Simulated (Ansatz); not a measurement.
An Ansatz (a first-principles code) input (PBEsol (Ansatz, PAW, no spin-orbit coupling)):

Ansatz 0.2 input:
```yaml
crystal:
  lattice:
    - [0, 3.0436377108, 3.0436377108]
    - [3.0436377108, 0, 3.0436377108]
    - [3.0436377108, 3.0436377108, 0]
  atoms:
    - { symbol: As, position: [0.75, 0.75, 0.75] }
    - { symbol: In, position: [0, 0, 0] }
basis: { ecutwfc: 420, ecutrho_ratio: 4, xc_grid: 2, fft_grid_basis: typed }
kpoints: { mp_grid: { grid: [9, 9, 9] } }
hamiltonian:
  xc: pbesol
  dispersion: none
  pseudopotentials: { kind: paw }
scf: { occupations: { method: fermi_dirac, width: 0.05 }, convergence: { dr2_threshold: 0.0000000002 } }
output: { forces: true, stress: true }
checkpoint: { write: state.ck, write_every: 1000 }
```

Q: Which symmetry and how many k-points will the program report, and about how many plane waves at Γ?

A: Space group F-43m (ITA 216) with 24 operations, k-points 35 of 729, and 1067 plane waves at Γ.

No phonon test of stability was made. The final runs are not spin-polarised. The cell was made from InSb by this change: Sb → As.
